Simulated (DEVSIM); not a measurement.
Device: illuminated GaAs p-on-n cell, one wavelength, at 400 K.

```csv
layer (left to right),material,thickness (μm),Nd (cm⁻³),Na (cm⁻³),τn (s),τp (s),absorption coefficient (cm⁻¹)
1,GaAs,0.630,-,1.1e18,1.4e-10,1.8e-9,11000
2,GaAs,0.770,1.7e17,-,4.3e-9,4.3e-9,11000
```

Left contact: ohmic, minority electron recombination velocity 3000 cm/s. Right contact: ohmic, minority hole recombination velocity 10000 cm/s. Voltage is applied to the left contact. Recombination: SRH at mid-gap, radiative, Auger. Light enters at the left, 1e17 photons cm⁻² s⁻¹, one pass, no reflection. Mobility is μmin + (μ − μmin)/(1 + (N/Nref)^α).

This is a model device: material constants are rounded textbook-type values typed into the input, and sizes, dopings and lifetimes were drawn at random. Values at 300 K; Nc and Nv go as T^1.5, mobilities as T to minus their exponent, the gap by Varshni's rule with the affinity fixed.

| parameter | GaAs |
|---|---|
| gap (eV) | 1.424 |
| affinity (eV) | 4.07 |
| permittivity | 12.9 |
| Nc (cm⁻³) | 4.7e17 |
| Nv (cm⁻³) | 9e18 |
| μn (cm²/Vs) | 8500 |
| μp (cm²/Vs) | 400 |
| μn,min | 500 |
| μp,min | 20 |
| Nref,n | 6e16 |
| Nref,p | 1.5e17 |
| αn | 0.39 |
| αp | 0.38 |
| T exponent of μn | 2.1 |
| T exponent of μp | 2.2 |
| B (cm³/s) | 2e-10 |
| Cn (cm⁶/s) | 1e-30 |
| Cp (cm⁶/s) | 1e-30 |
| Varshni α (eV/K) | 0.000541 |
| Varshni β (K) | 204 |

DEVSIM, 1D drift-diffusion, Boltzmann statistics, complete ionisation; no tunnelling, impact ionisation, image-force lowering or self-heating.

The photon flux was swept, all else fixed.

```csv
photon flux (cm^-2 s^-1),largest power (mW/cm²),open-circuit voltage (V),fill factor,short-circuit current (mA/cm²)
3e15,0.116,[?],[?],[?]
1e16,0.457,0.610,0.69,1.08
3e16,1.57,0.669,0.72,3.24
1e17,5.90,0.726,0.75,10.8
3e17,19.5,0.773,0.78,32.4
1e18,70.7,0.821,0.80,108
3e18,227,0.862,0.81,324
```

Question: Some entries are withheld; supply them.

Answer: 
- 3e15, open-circuit voltage (V): 0.540
- 3e15, fill factor: 0.66
- 3e15, short-circuit current (mA/cm²): 0.324
